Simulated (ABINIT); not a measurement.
Input and output of a self-consistent single point for MnS (Fm-3m, 2 atoms in the cell) (ABINIT).

Method of the run: PBE, norm-conserving pseudopotentials (PseudoDojo nc-sr-05 PBE standard) (plane waves; ABINIT 10.0.3).

The change in words: lattice scaled by 0.98. Reference geometry:
```
CELL_PARAMETERS angstrom
      0.00000     2.48025     2.48025
      2.48025     0.00000     2.48025
      2.48025     2.48025     0.00000
ATOMIC_POSITIONS crystal
  S  0.00000 0.00000 0.00000
  Mn 0.50000 0.50000 0.50000
```
Moments meant for the start (each program seeds them in its own way; μB, in the order of the atoms S Mn): 0.0 4.0.

Reference input (self-consistent single point, DFT, PBE, plane waves, norm-conserving pseudopotentials (PseudoDojo nc-sr-05 PBE standard)): pseudos = [S.upf, Mn.upf]; ecut = 48 Ha; nsppol = 2; occopt = 7; tsmear = 0.2 eV; ngkpt = 9 9 9; nshiftk = 1; shiftk = 0 0 0; potentials = PseudoDojo nc-sr-05 PBE standard; nband = 18; kptopt = 1; nstep = 80. This run's input differs from it in these lines:

```diff
@@ -3,7 +3,7 @@
 pseudos "S.upf, Mn.upf"
-acell 6.6284093793 6.6284093793 6.6284093793
+acell 6.4958411917 6.4958411917 6.4958411917
 rprim
         -0.0000000000    0.7071067812    0.7071067812
-         0.7071067812    0.0000000000    0.7071067812
-         0.7071067812    0.7071067812    0.0000000000
+         0.7071067812   -0.0000000000    0.7071067812
+         0.7071067812    0.7071067812   -0.0000000000
 natom 2
@@ -14,3 +14,3 @@
          0.0000000000    0.0000000000    0.0000000000
-         4.6869932206    4.6869932206    4.6869932206
+         4.5932533562    4.5932533562    4.5932533562
 ecut 48
```

Output, abridged:

```
--- !BeginCycle
solver: {iscf: 7, nstep: 80, nline: 4, wfoptalg: 0, }
tolerances: {toldfe: 1.00E-09, }
...

     iter   Etot(hartree)     deltaE(h) residm    vres2    magn
 ETOT  1  -119.77357739005    -1.20E+02 2.77E-01 5.62E+01 3.802
 ETOT  2  -119.95031816618    -1.77E-01 2.01E-02 1.12E+02 3.837
 ETOT  3  -119.95537272946    -5.05E-03 3.67E-03 9.69E+00 3.908
 ETOT  4  -119.95589157163    -5.19E-04 5.91E-04 4.77E+00 3.939
 ETOT  5  -119.95621363198    -3.22E-04 8.27E-04 1.55E+00 3.981
   [... 2 lines left out ...]
 ETOT  8  -119.95632175914    -2.33E-07 1.44E-04 1.09E-04 4.010
 ETOT  9  -119.95632176726    -8.12E-09 7.58E-05 4.10E-06 4.011
 ETOT 10  -119.95632176771    -4.51E-10 7.78E-05 2.32E-07 4.011
 ETOT 11  -119.95632176772    -1.50E-11 4.13E-05 2.66E-09 4.011
 At SCF step   11, etot is converged :
  for the second time, diff in etot=  1.502E-11 < toldfe=  1.000E-09

 Cartesian components of stress tensor (hartree/bohr^3)
  sigma(1 1)= -3.74142564E-04  sigma(3 2)=  0.00000000E+00
  sigma(2 2)= -3.74142564E-04  sigma(3 1)=  0.00000000E+00
  sigma(3 3)= -3.74142564E-04  sigma(2 1)=  0.00000000E+00

 Integrated electronic and magnetization densities in atomic spheres:
 Radius=ratsph(iatom), smearing ratsm=  0.0000. Diff(up-dn)=approximate z local magnetic moment.
 Atom    Radius    up_density   dn_density  Total(up+dn)  Diff(up-dn)
    1   2.00000     2.044686     1.958433      4.003119     0.086252
    2   2.00000     8.219615     4.672218     12.891833     3.547396
  Sum:             10.264300     6.630652     16.894952     3.633648
   [... lines left out ...]
 Total magnetization (from the atomic spheres):             3.633648
 Total magnetization (exact up - dn):                       4.010553
 Fermi (or HOMO) energy (eV) =  10.16000   Average Vxc (eV)= -11.90552
   [... lines left out ...]
total_energy        : -1.19956321767721E+02
total_energy_eV     : -3.26417751805512E+03
band_energy         : -1.13281147752659E+01
...

-Cartesian components of stress tensor (GPa)         [Pressure=  1.1008E+01 GPa]
- sigma(1 1)= -1.10076524E+01  sigma(3 2)=  0.00000000E+00
- sigma(2 2)= -1.10076524E+01  sigma(3 1)=  0.00000000E+00
- sigma(3 3)= -1.10076524E+01  sigma(2 1)=  0.00000000E+00

 Calculation completed.
```

The run converged in 11 iterations. Against the reference run the free energy goes up by 47.7 meV/atom, the pressure goes from 6.49 to 11.01 GPa and the size of the net moment goes from 2.14 to 2.01 μB/atom.

The starting cell was generated: these elements placed on a structure prototype, without a prior relaxation; it need not be a known phase or ordering of this composition. Its lattice was rescaled by a random factor within 2.5 % of one. For this run, on top of that: lattice scaled by 0.98. With one magnetic atom in the cell only a parallel order is possible. With a pressure of about 11 GPa the cell is away from its equilibrium volume at this level.

Cost on one core of a shared machine: roughly 3 min.
